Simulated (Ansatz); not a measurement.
Cells marked so need not be the phases stable at ambient conditions, and some may be hypothetical.

No gap correction and no spin-orbit coupling; mid-gap values are interpolated between computed energies.

A. AlPO4 (I-4, not sure to be the ambient phase, 6 atoms a cell, 15.5 Å³ an atom, 3 GPa at this level), along the normal of (110)
B. MgTe(PbO3)2 (Fm-3m, not sure to be the ambient phase, 10 atoms a cell, 12.9 Å³ an atom, -2 GPa at this level), along the normal of (001)
C. AgI (P6_3mc, wurtzite, 4 atoms a cell, 35.5 Å³ an atom, -2 GPa at this level), along the normal of (001)
D. Cs₂O (R-3m, not sure to be the ambient phase, 3 atoms a cell, 34.1 Å³ an atom), along the normal of (101)
E. Cs2GeF6 (Fm-3m, not sure to be the ambient phase, 9 atoms a cell, 19.8 Å³ an atom), along the normal of (111)

Question: Rank these by mid-gap decay constant of the slowest evanescent state (lowest first), as Ansatz (a first-principles code) with PBEsol gives it.

Answer: C (0.12 1/Å), D (0.18 1/Å), B (0.22 1/Å), E (0.51 1/Å), A (0.54 1/Å)
